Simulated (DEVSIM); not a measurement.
System: p-channel Si planar bulk MOSFET with SiON, at 250 K.

```yaml
gate_length: 130 nm
source_drain_length: 104 nm
dielectric_thickness: 4.8 nm
lateral_straggle: 9.6 nm
underlap: 0 nm
junction_depth: 39.3 nm
substrate_depth: 390 nm
gate_work_function: 5.11 eV
source_and_drain_doping: 1e20 cm⁻³, Gaussian tails under the gate
body_doping: 3.4e17 cm⁻³
lifetime: 9e-8 s
supply: 1.5 V
```

All mobilities are scaled by 1; velocity saturation, μ/(1 + (μE/vsat)^b)^(1/b) with b = 2 for electrons and 1 for holes and E the electric field along each mesh edge, is on. Mobility is constant in doping.

The device is made up for the run: typed textbook-type constants, with dimensions and the other settings drawn at random. Values at 300 K; Nc and Nv go as T^1.5, mobilities as T to minus their exponent, the gap by Varshni's rule with the affinity fixed.

Si: gap (eV) 1.124, affinity (eV) 4.05, permittivity 11.7, Nc (cm⁻³) 2.86e19, Nv (cm⁻³) 3.1e19, μn (cm²/Vs) 1417, μp (cm²/Vs) 470, T exponent of μn 2.3, T exponent of μp 2.2, vsat,n (cm/s) 1e7, vsat,p (cm/s) 8.4e6, Varshni α (eV/K) 0.000473, Varshni β (K) 636. SiON: gap (eV) 7, affinity (eV) 1.4, permittivity 5.5.

Model (solved in DEVSIM): 2D drift-diffusion, Boltzmann statistics, complete ionisation; no quantum confinement, tunnelling, impact ionisation, self-heating, contact resistance or fringe fields beside the gate. Metal contacts follow the ideal Schottky-Mott rule: no Fermi-level pinning, no interface dipoles.

Transfer curves, |Id| in μA/μm:

```tsv
Vg (V)	Vd = -0.05 V	Vd = -1.5 V
0.075	3.772e-5	0.001494
0	0.0005244	0.01903
-0.075	0.007205	0.2325
-0.15	0.09519	2.384
-0.225	1.063	13.40
-0.3	6.680	36.55
-0.375	19.36	68.32
-0.45	35.36	104.4
-0.525	52.38	143.7
-0.6	69.75	185.2
-0.675	87.07	228.3
-0.75	104.4	272.8
-0.825	121.7	318.4
-0.9	138.9	365.1
-0.975	156.0	412.6
-1.05	172.9	460.8
-1.125	189.7	509.6
-1.2	206.4	558.9
-1.275	223.0	608.6
-1.35	239.4	658.8
-1.425	255.8	709.5
-1.5	272.1	760.5
```

Question: Work out the subthreshold swing at low drain bias from the rows at 0.075 and 0 V, and compare it with the thermal limit.

Answer: log10(0.0005244/3.772e-5) = 1.143 over 75.0 mV, so S = 65.6 mV/decade. The limit kT/q ln 10 is 49.6 mV/decade; the ratio is 1.32. This is the steepest step of the table.

Question: Find both thresholds at the constant current 0.1 μA × (1 μm/L) a micrometre, and the DIBL.

Answer: The current is 0.769 μA/μm. Interpolating ln Id gives -0.215 V and -0.114 V; their difference over the 1.45 V of drain bias is 70 mV/V.

Source and drain are degenerate, where Boltzmann statistics are only rough. The electric field that drives the saturation includes the junctions' built-in field, which lowers the mobility there even at small currents: subthreshold currents come out too low, a known weakness of this choice.
